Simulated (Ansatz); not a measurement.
**A computed series for Ta: response to strain**

The parent structure is Ta in the bcc (W type) structure (space group Im-3m, No. 229; a = 3.282 Å). Axes: x, y, z lie along the cube axes.

Strains are applied to the cell and any free atomic positions relax; under biaxial strain the out-of-plane vector relaxes too; under stress the whole cell relaxes.

Method: PBEsol/PAW in Ansatz (a quantum-chemistry and plane-wave program), without spin-orbit coupling.

Notes on the quantities. pressure: mean of the normal stresses, compression positive; energy relative to the base: free energy F.

```tsv
change	pressure	energy relative to the base	shortest interatomic distance
base	0.0 GPa	0 meV/atom	284.2 pm
biaxial strain −1.20 %, plane normal [001], relaxed out of plane	2.2 GPa	+4.5 meV/atom	283.3 pm
biaxial strain −4.13 %, plane normal [110], relaxed out of plane	9.1 GPa	+63 meV/atom	272.5 pm
biaxial strain +3.89 %, plane normal [110], relaxed out of plane	-5.6 GPa	+42 meV/atom	279.6 pm
isotropic strain +2.04 %	(withheld)	+41 meV/atom	290.0 pm
isotropic strain +3.24 %	-16.7 GPa	+100 meV/atom	293.4 pm
uniaxial strain ε_yy = +4.80 %	-8.8 GPa	+34 meV/atom	288.8 pm
uniaxial strain ε_zz = −1.28 %	2.8 GPa	+2.7 meV/atom	283.0 pm
uniaxial stress, 1 GPa tension along z	–	+0.3 meV/atom	284.4 pm
uniaxial stress, 3 GPa tension along x	–	+3.0 meV/atom	(withheld)
```

Task: What belongs in the blanks?

Result: 
- isotropic strain +2.04 %, pressure: -11.3 GPa
- uniaxial stress, 3 GPa tension along x, shortest interatomic distance: 284.7 pm

Without a gap, meshes like the base's 20×20×20 leave anisotropic stresses uncertain by several tenths of a GPa, and small strain energies with them. Beyond what the load breaks, stability against distortions was not tested. All final runs are without spin polarisation.
